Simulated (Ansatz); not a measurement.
Worked calculations on one periodic cell of amorphous Ga₂₄O₃₇Li₂: Ga24O37Li2, 63 atoms, volume 770.2 Å³, made by a melt-quench on the CHGNet potential and relaxed with DFT. O atoms were pushed apart under 1.9 Å during the dynamics, to hinder bonds among them. It is a model cell: composition and starting density were chosen by hand, and all elements were melted together. Cycles of charging were run to anneal it. These are PBE, scalar-relativistic without spin-orbit coupling (plane waves to 420 eV, PAW; Ansatz, a first-principles code) values and carry that method's errors. Sampling: a 2×2×2 Γ-centred mesh; Fermi-Dirac width 0.02 eV; no spin polarisation. Its volume was held where the quench left it, its shape was free, and it stands at a mean pressure of 0.5 GPa with stress components up to 0.5 GPa; the relaxation ran on the zone centre alone. Its density went from a set 4.91 to 4.91 g/cm³. The cell is small and was quenched far faster than a real film, so it is one sample of the glass.

Count formal charges (Ga +3, O -2, Li +1). What does the count lead one to expect at the Fermi level, and what does the calculation give?

24 × (+3) + 37 × (-2) + 2 × (+1) = 0. The charges balance, so the anion-derived valence states can be full and a gap can open. On this mesh the highest filled and lowest empty level lie 1.33 eV apart; localised defect or tail levels set that (at the zone centre the more localised edge state sits most on one O atom with neighbours Ga 1.83 Å, Ga 1.89 Å, Li 2.05 Å), and the nearest spread-out levels lie 2.1 eV apart.

Four energies for an added electron at PBE on the zone centre alone (charged cells in a uniform background, spin-polarised): neutral at the neutral geometry -112213.713 eV; charged at the neutral geometry -112205.987 eV; charged and relaxed -112206.008 eV; neutral at the charged geometry -112213.690 eV.

Find the two relaxation energies and their sum, the reorganisation energy.

On charging: -112205.987 − (-112206.008) = 0.021 eV. On discharging: -112213.690 − (-112213.713) = 0.023 eV. The sum is 0.044 eV. The carrier's level spreads over 53 of the 63 atoms' worth, more than a fifth of the atoms or a third of the atoms of its main element (six at least), and the sum is small, so it counts as a band carrier, whose relaxation energy shrinks as the cell grows. PBE's self-interaction favours spread-out carriers, so a hybrid can localise more.
